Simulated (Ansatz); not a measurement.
BeS (F-43m) under hydrostatic pressure: band gap by PBEsol, rigid bands (plane waves, PAW, scalar-relativistic; Ansatz, a quantum-chemistry and plane-wave program). The unloaded cell, whose axes the loads refer to:

```xyz
2
Lattice="0.0000 2.4189 2.4189 2.4189 0.0000 2.4189 2.4189 2.4189 0.0000" Properties=species:S:1:pos:R:3 pbc="T T T"
Be     0.0000     0.0000     0.0000
S      3.6284     3.6284     3.6284
```

```tsv
hydrostatic pressure (GPa)	volume per atom (Å³)	band gap (eV)
-2	14.46	2.96
0	14.15	?
5	13.50	2.80
15	12.52	2.60
```

Fit a straight line to band gap against the load over the rows given, and predict the row at 0 GPa.

The means are x̄ = 6.000 GPa and ȳ = 2.7867; Σ(x − x̄)(y − ȳ) = -3.080 and Σ(x − x̄)² = 146.0, so the slope is -21.1 meV per GPa, and the rows given lie within 7.8 meV of the line. At 0 GPa the line gives 2.91 eV; the calculation gives 2.91 eV, 0.11 % from it.

With all rows, what volume deformation potential dE_g/d ln V follows?

A line through E_g against ln V has the slope 2.5 eV, so the gap narrows under compression.

Spin-orbit coupling is left out. Stresses and pressures are the targets of the relaxation. Gaps are resolved to about 0.01 eV. The structure type is held at every load. Geometry: cell and atoms relaxed with PBEsol.
